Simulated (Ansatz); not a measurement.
Consider C in the diamond structure (space group Fd-3m, No. 227).

C has the cubic space group Fd-3m, origin choice 1 (No. 227), the diamond structure, Pearson symbol cF8. Conventional cell: a = 3.5716 Å, b = 3.5716 Å, c = 3.5716 Å, α = 90.00°, β = 90.00°, γ = 90.00°. C on 8b has 4 C at 1.547 Å (tetrahedral). (Neighbours: up to the widest gap in distance over summed covalent radii, below 1.35, at either atom.)
(The calculation used a cell of 2 atoms; values per cell refer to that cell.)

Method: Ansatz (a first-principles code) PBE, spin-orbit coupling left out.

Before the change:

Band gap: 4.13 eV
Lattice parameter a: 3.572 Å
Hole mass: 0.30, 0.30, 0.51 mₑ (at Γ)
Smallest direct gap: 5.58 eV

Modification: a negative pressure, −2 GPa.

Problem. What does the calculation give for the band gap, lattice parameter a, hole mass and smallest direct gap after the change?

Solution. The band gap decreases by 0.01 eV, from 4.13 eV to 4.12 eV; the lattice parameter a goes up by 0.0056 Å (3.572 Å → 3.577 Å); the hole mass (degenerate bands, along [100]) remains 0.30, 0.30, 0.51 mₑ (at Γ); the smallest direct gap decreases by 0.01 eV (5.58 eV → 5.57 eV).

Load acts through the strain it causes; cell and atoms are relaxed under it. Masses are band curvatures over ±0.01 Å⁻¹ around the edge. Stability against distortions was not tested.
